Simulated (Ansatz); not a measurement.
Take AlCrB (space group Cmcm, No. 63; a = 3.0013 Å, b = 13.8968 Å, c = 2.9670 Å; non-magnetic; a hypothetical phase, not in the database extracts checked) as the base. Axes: x, y, z lie along a, b, c of the conventional cell.

(Cell as relaxed with PBE.)

Levels (all Ansatz, a quantum-chemistry and plane-wave program, PAW): PBE (420 eV, scalar-relativistic without spin-orbit coupling); PBEsol (420 eV, scalar-relativistic without spin-orbit coupling).

Each level relaxes its own structure.

```json
[
 {"base": "volume per atom", "PBE": "10.31 Å³", "PBEsol": "10.08 Å³"},
 {"base": "band gap", "PBE": "zero", "PBEsol": "zero"}
]
```

Modification: uniaxial strain ε_yy = +2.40 %, all other strain components held at zero; the atoms relax in the strained cell.

| quantity | PBE | PBEsol |
|---|---|---|
| pressure (mean of the normal stresses, compression positive) | -3.7 GPa | -3.8 GPa |
| shortest interatomic distance | 174.0 pm | 173.3 pm |
| largest internal atomic displacement | 0.028 Å | 0.028 Å |

PBE's pressure lies 0.16 GPa above PBEsol's; PBE's shortest interatomic distance lies 0.7 pm above PBEsol's (0.4 %); the two agree on the largest internal atomic displacement. Neither level is exact; PBEsol is the comparison here, not a measurement.

Whether these cells are dynamically stable was not tested. Seeded moments were not kept for the base. All final runs are without spin polarisation.
